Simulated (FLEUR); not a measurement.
Input and output of a self-consistent single point for ZrIn3 (I4/mmm, 4 atoms in the cell) (FLEUR).

Computed with LDA (Perdew-Zunger), all-electron FLAPW (FLEUR), scalar-relativistic valence in FLEUR.

```yaml
crystal:
  lattice:
    - [-2.15006, 2.15006, 4.97804]
    - [2.15006, -2.15006, 4.97804]
    - [2.15006, 2.15006, -4.97804]
  atoms:
    - { symbol: Zr, position: [0.00000, 0.00000, 0.00000] }
    - { symbol: In, position: [0.25000, 0.75000, 0.50000] }
    - { symbol: In, position: [0.75000, 0.25000, 0.50000] }
    - { symbol: In, position: [0.50000, 0.50000, 0.00000] }
```

Reference input (self-consistent single point, DFT, PBEsol, all-electron FLAPW (FLEUR), scalar-relativistic valence): Kmax = 3.8 1/bohr; GmaxXC = 11.4 1/bohr; xcFunctional = PBEs; jspins = 1; l_soc = F; mode = hist; fermiSmearingEnergy = 0.00367493 Htr; mesh (inpgen div1-3) = 7 7 7; inpgen gamma flag = false; Gmax = 11.4 1/bohr; numbands = 0; maxIterBroyd = 15. This run's input differs from it in these lines:

```diff
@@ -16,3 +16,3 @@
 &comp jspins=1 /
-&exco xctyp='PBEs' /
+&exco xctyp='pz' /
 &kpt div1=7 div2=7 div3=7 /
@@ -29,3 +29,3 @@
       <coreElectrons ctail="T" frcor="F" kcrel="0" coretail_lmax="0"/>
-      <xcFunctional name="PBEs" relativisticCorrections="F"/>
+      <xcFunctional name="pz" relativisticCorrections="F"/>
       <magnetism jspins="1"/>
```

Log, with long lists cut:

```
 Iteration:     1   Distance:       4.48045347 me/bohr^3
 Iteration:     2   Distance:       4.05474835 me/bohr^3
 Iteration:     3   Distance:       2.48129210 me/bohr^3
 Iteration:     4   Distance:       1.35608281 me/bohr^3
 Iteration:     5   Distance:       1.15623344 me/bohr^3
   [... 9 lines left out ...]
 Iteration:    15   Distance:       0.00002578 me/bohr^3
 Iteration:    16   Distance:       0.00002210 me/bohr^3
 Iteration:    17   Distance:       0.00001078 me/bohr^3
 Iteration:    18   Distance:       0.00000438 me/bohr^3
 Run finished successfully
 Stop message:
   Structural relaxation: Done

[file out, last iteration]
             iter=     19
[...]
          total density-effective poten   -3.4970993059E+04
          total charge density-energy d   -5.7485093152E+02
 Updated energy parameters for spin:           1
[...]
 fermi energy and band-weighting factors:

[...]
FERMIE:
          first approx. to ef    (T=0)  :   0.305900 htr   (energy of the highest occ. eigenvalue)
          number of occ. states  (T=0)  :       1018
          first approx. to seigv (T=0)  : -11.379086 htr
          sum of weights of occ. states :  25.504373
          sum of semicore charge        :   0.000000 e
FERHIS:  Fermi-Energy by histogram:
          bandgap                     :   0.000945 htr
   [... lines left out ...]
          charge neutrality (T=0)     :   0.008746    (zero if the highest occ. eigenvalue is "entirely" occupied)
     EF_NEWTON:  Adjust Fermi-Energy by Newton-Method.
 Direct bandgap for spin            1 :    1.8790939880171553E-002  Htr
 ---->    free energy=                    -21229.7633976402 htr
   [... lines left out ...]
 TOTAL FORCE FOR ATOM TYPE=  1  X=  0.000   Y=  0.000   Z=  0.000
                       FX_TOT= 0.000000 FY_TOT= 0.000000 FZ_TOT= 0.000000
 TOTAL FORCE FOR ATOM TYPE=  2  X=  0.000   Y=  4.063   Z= -4.704
                       FX_TOT= 0.000000 FY_TOT= 0.000000 FZ_TOT= 0.000000
 TOTAL FORCE FOR ATOM TYPE=  3  X=  0.000   Y=  0.000   Z=  9.407
                       FX_TOT= 0.000000 FY_TOT= 0.000000 FZ_TOT= 0.000000
 Structural relaxation: Done
```

The run converged in 18 iterations. FLEUR gives forces in its relaxation mode, with a further iteration, so its stop message speaks of a relaxation. 

The starting cell comes from a database of computed structures (which also holds hypothetical and non-ambient phases and stackings), without a prior relaxation at this level. Its lattice was rescaled by a random factor within 2.5 % of one. Values depend on the basis (sphere radii, cutoffs, local orbitals), which need not be converged. The log's line on a gap gives a spacing of levels on this mesh, which the program prints for metals too.

Cost on one core of a shared machine: roughly 3 min.
